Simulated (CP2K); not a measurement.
CP2K run on AgCl (Fm-3m, 2 atoms in the cell): self-consistent single point

Computed with CP2K with PBE, GPW, DZVP-MOLOPT-SR-GTH basis, GTH-PBE potentials (GTH_POTENTIALS).

Input as run:

```
&GLOBAL
  PROJECT agcl
  RUN_TYPE ENERGY_FORCE
  PRINT_LEVEL MEDIUM
&END GLOBAL
&FORCE_EVAL
  METHOD Quickstep
  STRESS_TENSOR ANALYTICAL
  &DFT
    BASIS_SET_FILE_NAME BASIS_MOLOPT
    POTENTIAL_FILE_NAME GTH_POTENTIALS
    &QS
      METHOD GPW
      EPS_DEFAULT 1E-10
    &END QS
    &MGRID
      CUTOFF 500
      REL_CUTOFF 50
      NGRIDS 5
    &END MGRID
    &SCF
      SCF_GUESS ATOMIC
      EPS_SCF 1E-7
      MAX_SCF 100
      ADDED_MOS 4
      &DIAGONALIZATION
        ALGORITHM STANDARD
      &END DIAGONALIZATION
      &MIXING
        METHOD BROYDEN_MIXING
        ALPHA 0.3
        NBUFFER 12
        BETA 1.5
      &END MIXING
      &SMEAR ON
        METHOD FERMI_DIRAC
        ELECTRONIC_TEMPERATURE [K] 116.05
      &END SMEAR
    &END SCF
    &KPOINTS
      SCHEME MONKHORST-PACK 8 8 8
      GAMMA_CENTERED T
    &END KPOINTS
    &XC
      &XC_FUNCTIONAL PBE
      &END XC_FUNCTIONAL
    &END XC
    &PRINT
      &MO
        EIGENVALUES T
        OCCUPATION_NUMBERS T
        NDIGITS 8
        FILENAME mo
        &EACH
          QS_SCF 0
        &END EACH
        ADD_LAST NUMERIC
      &END MO
      &MULLIKEN ON
      &END MULLIKEN
    &END PRINT
  &END DFT
  &SUBSYS
    &CELL
      A 3.92444300 0.00000000 0.00000000
      B 1.96222100 3.39866700 0.00000000
      C 1.96222100 1.13288900 3.20429400
      PERIODIC XYZ
    &END CELL
    &COORD
      SCALED
      Ag       0.00000000     0.00000000     0.00000000
      Cl       0.50000000     0.50000000     0.50000000
    &END COORD
    &KIND Ag
      BASIS_SET DZVP-MOLOPT-SR-GTH-q11
      POTENTIAL GTH-PBE-q11
    &END KIND
    &KIND Cl
      BASIS_SET DZVP-MOLOPT-SR-GTH-q7
      POTENTIAL GTH-PBE-q7
    &END KIND
  &END SUBSYS
  &PRINT
    &FORCES ON
    &END FORCES
    &STRESS_TENSOR ON
    &END STRESS_TENSOR
  &END PRINT
&END FORCE_EVAL
```

Output, abridged:

```
 GLOBAL| Method name                                                        CP2K
 GLOBAL| Project name                                                       agcl
 GLOBAL| Run type                                                   ENERGY_FORCE

 CELL| Volume [angstrom^3]:                                            42.738473
 CELL| Vector a [angstrom]:       3.924     0.000     0.000   |a| =     3.924443
 CELL| Vector b [angstrom]:       1.962     3.399     0.000   |b| =     3.924442
 CELL| Vector c [angstrom]:       1.962     1.133     3.204   |c| =     3.924442
 CELL| Angle (b,c), alpha [degree]:                                    60.000003
 CELL| Angle (a,c), beta  [degree]:                                    60.000004
 CELL| Angle (a,b), gamma [degree]:                                    60.000004
 CELL| Numerically orthorhombic:                                              NO
 CELL| Periodicity                                                           XYZ

 DFT| Spin restricted Kohn-Sham (RKS) calculation                            RKS
 DFT| Multiplicity                                                             1
 DFT| Number of spin states                                                    1
 DFT| Charge                                                                   0
 DFT| XC density smoothing                                                  NONE
 DFT| XC derivatives                                                          PW

 QS| Method:                                                                 GPW
 QS| Density plane wave grid type                        NON-SPHERICAL FULLSPACE
 QS| Number of grid levels:                                                    5
 QS| Density cutoff [a.u.]:                                                250.0
 QS| Multi grid cutoff [a.u.]: 1) grid level                               250.0
   [... lines left out ...]
 BRILLOUIN| Wavefunction type                                            COMPLEX
 BRILLOUIN| List of Kpoints [2 Pi/Bohr]                                      260
 BRILLOUIN| Number           Weight            X              Y              Z
 BRILLOUIN|     1           0.00391       -0.37500       -0.37500       -0.37500
 BRILLOUIN|     2           0.00391       -0.37500       -0.37500       -0.25000
 BRILLOUIN|     3           0.00391       -0.37500       -0.37500       -0.12500
   [... 257 lines left out ...]
 *******************************************************************************

 Extrapolation method: initial_guess

 Re-scaling the density matrix to get the right number of electrons
                  # Electrons              Trace(P)               Scaling factor
                           18                18.000                        1.000

 Number of electrons:                                                         18
 Number of occupied orbitals:                                                  9
 Number of molecular orbitals:                                                13

 Number of orbital functions:                                                 38
 Number of independent orbital functions:                                     38
 SCF WAVEFUNCTION OPTIMIZATION

  Step     Update method      Time    Convergence         Total energy    Change
     1 NoMix/Diag. 0.30E+00      -     0.78778912       -52.0586586203 -5.21E+01
     2 Broy./Diag. 0.30E+00      -     0.02747023       -51.8904041826  1.68E-01
     3 Broy./Diag. 0.30E+00      -     0.07484853       -51.9566037014 -6.62E-02
     4 Broy./Diag. 0.30E+00      -     0.00679618       -52.0279465776 -7.13E-02
     5 Broy./Diag. 0.30E+00      -     0.00177818       -52.0448464950 -1.69E-02
     6 Broy./Diag. 0.30E+00      -     0.00256552       -52.0387492794  6.10E-03
     7 Broy./Diag. 0.30E+00      -     0.00042830       -52.0302751470  8.47E-03
   [... 3 lines left out ...]
    11 Broy./Diag. 0.30E+00      -     0.00000194       -52.0295068605 -2.99E-05
    12 Broy./Diag. 0.30E+00      -     0.00000433       -52.0295185431 -1.17E-05
    13 Broy./Diag. 0.30E+00      -     0.00000020       -52.0295255802 -7.04E-06
    14 Broy./Diag. 0.30E+00      -     0.00000019       -52.0295245493  1.03E-06
    15 Broy./Diag. 0.30E+00      -     0.00000002       -52.0295247344 -1.85E-07
  *** SCF run converged in    15 steps ***

  Electronic density on regular grids:        -17.9999999987        0.0000000013
  Core density on regular grids:               17.9999999978       -0.0000000022
  Total charge density on r-space grids:       -0.0000000009
  Total charge density g-space grids:          -0.0000000009

  Overlap energy of the core charge distribution:               0.00000000000714
  Self energy of the core charge distribution:                -93.59704815638217
  Core Hamiltonian energy:                                     28.31575267881644
  Hartree energy:                                              22.01132099387540
  Exchange-correlation energy:                                 -8.75955025071317
  Electronic entropic energy:                                  -0.00000000000000
  Fermi energy:                                                 0.14761543431057

  Total energy:                                               -52.02952473439635
  Total energy (extrapolated to T->0):                        -52.02952473439635

                     Mulliken Population Analysis

 #  Atom  Element  Kind  Atomic population                           Net charge
       1     Ag       1         10.713471                              0.286529
       2     Cl       2          7.286529                             -0.286529
 # Total charge                             18.000000                  0.000000

 ENERGY| Total FORCE_EVAL ( QS ) energy [hartree]            -52.029524866522785

 FORCES| Atomic forces [hartree/bohr]
 FORCES|   Atom     x               y               z               |f|
 FORCES|      1  2.85258867E-15  3.60908684E-15  8.90915826E-15   1.00267577E-14
 FORCES|      2 -8.08047556E-15 -8.54127369E-15 -7.31438170E-15   1.38472965E-14
 FORCES| Sum    -5.22788689E-15 -4.93218684E-15  1.59477656E-15
 FORCES| Total atomic force                                       7.36210437E-15

 STRESS| Analytical stress tensor [bar]
 STRESS|                        x                   y                   z
 STRESS|      x        2.16056456042E+04   1.66287044369E+00   1.17582639993E+00
 STRESS|      y        1.66287044369E+00   2.16036438596E+04   7.50807326997E-01
 STRESS|      z        1.17582639993E+00   7.50807326997E-01   2.16048919229E+04
 STRESS| 1/3 Trace                                             2.16047271289E+04
```

The run converged in 15 iterations.

The starting cell has typed, rounded lattice constants, without a prior relaxation at this level. Values carry the incompleteness of an atom-centred basis.

Cost on one core of a shared machine: roughly 40 s.
